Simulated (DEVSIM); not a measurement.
# illuminated Si n-on-p cell, one wavelength

Device: illuminated Si n-on-p cell, one wavelength, at 300 K.

```tsv
layer (left to right)	material	thickness (μm)	Nd (cm⁻³)	Na (cm⁻³)	τn (s)	τp (s)	absorption coefficient (cm⁻¹)
1	Si	0.430	7.9e17	-	2.8e-6	4.8e-7	6100
2	Si	48.0	-	8e16	2.3e-5	2.3e-5	6100
```

Left contact: ohmic, minority hole recombination velocity 4e5 cm/s. Right contact: ohmic, minority electron recombination velocity 600 cm/s. Voltage is applied to the left contact. Recombination: SRH at mid-gap, radiative, Auger. Light enters at the left, 1.4e18 photons cm⁻² s⁻¹, one pass, no reflection. Mobility is μmin + (μ − μmin)/(1 + (N/Nref)^α).

The device is made up for the run: typed textbook-type constants, with dimensions and the other settings drawn at random. Values at 300 K.

| parameter | Si |
|---|---|
| gap (eV) | 1.124 |
| affinity (eV) | 4.05 |
| permittivity | 11.7 |
| Nc (cm⁻³) | 2.86e19 |
| Nv (cm⁻³) | 3.1e19 |
| μn (cm²/Vs) | 1417 |
| μp (cm²/Vs) | 470 |
| μn,min | 52 |
| μp,min | 45 |
| Nref,n | 9.7e16 |
| Nref,p | 2.2e17 |
| αn | 0.68 |
| αp | 0.72 |
| B (cm³/s) | 4.7e-15 |
| Cn (cm⁶/s) | 2.8e-31 |
| Cp (cm⁶/s) | 9.9e-32 |

Model (solved in DEVSIM): 1D drift-diffusion, Boltzmann statistics, complete ionisation; no tunnelling, impact ionisation, image-force lowering or self-heating.

- Potential step across the device at zero bias = 0.877 V
- Largest field in the device at zero bias = 140000 V/cm
- Dark forward voltage at 1 A/cm² = 0.697 V
- Dark forward voltage at 100 A/cm² = 0.859 V
- Short-circuit current = 202 mA/cm²
- Open-circuit voltage = 0.654 V
- Fill factor = 0.84
- Largest power = 111 mW/cm²
- Share of generated pairs collected at short circuit = 0.902

Small-signal capacitance in reverse bias (quasi-static):

```csv
V (V),C (nF/cm²)
0.04,83.5
0.1,80.8
0.2,76.7
0.3,73.2
0.4,70.2
0.6,65.1
0.8,60.9
1,57.5
1.3,53.3
1.6,49.9
```

Dark reverse current:

| V (V) | J (A/cm²) |
|---|---|
| 0.04 | 2.6e-11 |
| 0.10 | 5.1e-11 |
| 0.20 | 8.4e-11 |
| 0.30 | 1.1e-10 |
| 0.40 | 1.4e-10 |
| 0.60 | 1.9e-10 |
| 0.80 | 2.4e-10 |
| 1.00 | 2.8e-10 |
| 1.30 | 3.4e-10 |
| 1.60 | 3.9e-10 |
